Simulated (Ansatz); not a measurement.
Here is the system:

```
CELL_PARAMETERS angstrom
      5.47685     0.00000     0.00000
      0.66431     7.47744     0.00000
      2.40627    -3.73872     2.56698
ATOMIC_POSITIONS crystal
  Li 0.56644 0.28322 0.00000
  Li 0.56644 0.78322 0.00000
  Ta 0.99891 0.99946 0.00000
  Ta 0.99891 0.49946 0.00000
  O  0.09120 0.61431 0.74758
  O  0.48104 0.22447 0.61016
  O  0.83878 0.86673 0.64226
  O  0.09120 0.11431 0.38984
  O  0.48104 0.72447 0.35774
  O  0.83878 0.36673 0.25242
```

Space group of this cell: R3c. The cell is taken as given; by PBEsol its mean pressure is -1.2 GPa.

Transport runs along the normal of the first two printed cell vectors, the (110) plane of the conventional cell.

No gap correction and no spin-orbit coupling; mid-gap values are interpolated between computed energies.

Question: Estimate the band gap and the smallest decay constant κ at mid-gap that PBEsol (Ansatz, a first-principles code) returns for this system.

Answer: Gap 3.82 eV on a 12×12×12 mesh; κ = 0.402 1/Å, at (-0.167, 0.250) of the in-plane reciprocal vectors. At the zone centre, at the nearest computed energy, the slowest state has κ = 0.42 1/Å.
